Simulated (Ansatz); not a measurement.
Base system: CdSe in the zinc blende structure (space group F-43m, No. 216; a = 6.0818 Å). Axes: x, y, z lie along the cube axes.

Structures relaxed with Kohn–Sham DFT with the PBEsol functional, run in Ansatz (a first-principles code) with PAW and 420 eV plane waves, no spin-orbit coupling.

Base:

Simulated powder pattern, Co Kα, λ = 1.79026 Å (kinematic, ideal powder, no thermal factors, no anomalous dispersion; the 8 strongest lines at most, above 2 %, up to 2θ = 90°):

| 2θ (°) | I/Imax (%) | hkl |
|---|---|---|
| 29.54 | 100 | (111) |
| 34.24 | 3.2 | (200) |
| 49.20 | 72 | (220) |
| 58.44 | 44 | (311) |
| 72.13 | 12 | (400) |
| 79.81 | 18 | (331) |

After one change:

Simulated powder pattern, Co Kα, λ = 1.79026 Å (kinematic, ideal powder, no thermal factors, no anomalous dispersion; the 8 strongest lines at most, above 2 %, up to 2θ = 90°):

```csv
2θ (°),I/Imax (%)
29.87,100
49.20,25
50.07,47
58.63,30
60.17,14
72.13,7.9
79.98,6.2
81.33,12
```

What was done to the base?
A. uniaxial strain ε_zz = −3.18 %
B. biaxial strain −3.74 %, plane normal [111], relaxed out of plane
C. uniaxial strain ε_yy = −0.94 %
D. isotropic strain −0.30 %

A, uniaxial strain ε_zz = −3.18 %. Its volume per atom is 27.23 Å³ against 28.12 Å³, and its space group is I-4m2 (No. 119).

Stability against distortions was not tested.
